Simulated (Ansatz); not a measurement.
## C, pressure series

Start from C in the graphite type structure (space group P6_3/mmc, No. 194; a = 2.465 Å, c = 6.729 Å; layered, stacked along the Cartesian z axis).

Cell and atoms are relaxed at each pressure.

Level of theory: plane-wave PAW DFT at the PBE-D3(BJ) level (Ansatz, a first-principles code, 420 eV), without spin-orbit coupling, earlier PAW set.

Notes on the quantities. enthalpy: H = E + PV relative to the base's energy.

| case | lattice parameter a | c/a ratio | enthalpy |
|---|---|---|---|
| base | 2.465 Å | 2.730 | – |
| pressure −1 GPa | 2.467 Å | 2.833 | -0.06 eV/atom |
| pressure 0.3 GPa | 2.464 Å | 2.709 | +0.02 eV/atom |
| pressure 0.7 GPa | 2.464 Å | 2.682 | +0.04 eV/atom |
| pressure 1.5 GPa | 2.462 Å | 2.638 | +0.08 eV/atom |
| pressure 3 GPa | 2.459 Å | 2.575 | +0.16 eV/atom |
| pressure 5 GPa | 2.456 Å | 2.513 | +0.26 eV/atom |
| pressure 7.5 GPa | 2.452 Å | 2.454 | +0.39 eV/atom |
| pressure 10 GPa | 2.448 Å | 2.407 | +0.51 eV/atom |

The mesh was chosen for an insulator and is coarse for the gapless case. Load acts through the strain it causes; cell and atoms are relaxed under it. No phonon test of stability was made. No other phases were tried under pressure.
